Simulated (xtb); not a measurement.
xtb 6.7.1, GFN2-xTB: Cu(OH2)4 ([OH2]->[Cu+2](<-[OH2])(<-[OH2])<-[OH2]), charge +2, multiplicity 2, 13 atoms. The geometry is a generated start, not checked to be a minimum at this level.

```
Item                       Value
-----------------  -------------
run flags                 --grad
method                  GFN2-xTB
--acc                1 (default)
--etemp (K)        300 (default)
basis functions               34
valence electrons             41
```

```xyz
13

Cu    -0.0009     0.0003    -0.0064
O      1.9272    -0.5747    -0.1487
H      2.2506    -0.9155    -1.0008
H      2.2764    -1.1650     0.5400
O      0.5858     1.9215     0.1479
H      1.0457     2.3300    -0.6042
H      1.0669     2.1892     0.9479
O     -1.9285     0.5781     0.1188
H     -2.3208     1.0566    -0.6298
H     -2.2150     1.0393     0.9246
O     -0.5818    -1.9280    -0.0875
H     -1.0569    -2.2904     0.6772
H     -1.0487    -2.2415    -0.8791
```

Charge 2 and multiplicity 2 are set for this test and not shown to be the ground state. GFN-xTB has no spin term: --uhf 1 sets the occupations alone.

One run each on 1 thread. Values of broydamp tried: 0.02, 0.05, 0.1, 0.2, 0.4 (default), 0.6, 0.8, 1.

Task: Predict the course of the SCC iterations along this series.

Result: Fewest SCC iterations, within one of each other: 0.6 with 9, 0.8 with 10, 1 with 10. The count rises to 17 at 0.02. All converge to one solution.

```json
[
 {"broydamp": "0.02", "SCC iterations": "17", "end": "same solution"},
 {"broydamp": "0.05", "SCC iterations": "16", "end": "same solution"},
 {"broydamp": "0.1", "SCC iterations": "15", "end": "same solution"},
 {"broydamp": "0.2", "SCC iterations": "14", "end": "same solution"},
 {"broydamp": "0.4 (default)", "SCC iterations": "11", "end": "same solution"},
 {"broydamp": "0.6", "SCC iterations": "9", "end": "same solution"},
 {"broydamp": "0.8", "SCC iterations": "10", "end": "same solution"},
 {"broydamp": "1", "SCC iterations": "10", "end": "same solution"}
]
```
